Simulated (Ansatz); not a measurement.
**MoS2, carrier doping**

Take MoS2 (space group R3m, No. 160; a = 3.175 Å, c = 18.585 Å (hexagonal axes); layered, stacked along the Cartesian z axis) as the base.

Carriers are added at fixed cell with a uniform background; the Fermi–Dirac width is that of 300 K.

Calculations: Kohn–Sham DFT with the r2SCAN+rVV10 functional, run in Ansatz (a first-principles code) with PAW and 500 eV plane waves, spin-orbit coupling left out.

Notes on the quantities. Fermi level from band edge: Fermi level relative to the doped band's edge (positive inside the band; to 0.05 eV).

```json
[
 {"case": "undoped", "Fermi level from band edge": "–", "gap between the host's bands": "1.02 eV", "gap character": "indirect, T → k = (0.143, 0.476, -0.191) in the run's primitive reciprocal basis"},
 {"case": "electrons 2.0×10^21 cm⁻³", "Fermi level from band edge": "+0.15 eV", "gap between the host's bands": "1.02 eV", "gap character": "indirect, T → Γ–S₀ (56 % along)"},
 {"case": "electrons 3.0×10^21 cm⁻³", "Fermi level from band edge": "+0.20 eV", "gap between the host's bands": "1.01 eV", "gap character": "indirect, T → Γ–S₀ (56 % along)"},
 {"case": "electrons 5.0×10^21 cm⁻³", "Fermi level from band edge": "+0.30 eV", "gap between the host's bands": "1.00 eV", "gap character": "indirect, T → Γ–S₀ (56 % along)"},
 {"case": "electrons 7.0×10^21 cm⁻³", "Fermi level from band edge": "+0.40 eV", "gap between the host's bands": "0.98 eV", "gap character": "indirect, T → Γ–S₀ (50 % along)"},
 {"case": "holes 2.0×10^21 cm⁻³", "Fermi level from band edge": "+0.70 eV", "gap between the host's bands": "0.98 eV", "gap character": "indirect, T → k = (0.143, 0.476, -0.191) in the run's primitive reciprocal basis"},
 {"case": "holes 3.0×10^21 cm⁻³", "Fermi level from band edge": "?", "gap between the host's bands": "?", "gap character": "indirect, T → k = (0.143, 0.476, -0.191) in the run's primitive reciprocal basis"},
 {"case": "holes 5.0×10^21 cm⁻³", "Fermi level from band edge": "+0.95 eV", "gap between the host's bands": "0.95 eV", "gap character": "indirect, T → k = (0.143, 0.476, -0.191) in the run's primitive reciprocal basis"},
 {"case": "holes 7.0×10^21 cm⁻³", "Fermi level from band edge": "+1.05 eV", "gap between the host's bands": "0.94 eV", "gap character": "indirect, T → k = (0.143, 0.476, -0.191) in the run's primitive reciprocal basis"}
]
```

Task: Fill in the withheld entries from the trend.

Result: 
- holes 3.0×10^21 cm⁻³, Fermi level from band edge: +0.80 eV
- holes 3.0×10^21 cm⁻³, gap between the host's bands: 0.97 eV

Charged cell with a jellium background: band edges are those of the host's band count, energies are not comparable with the neutral cell, and many-body gap narrowing is missing. Whether these cells are dynamically stable was not tested.
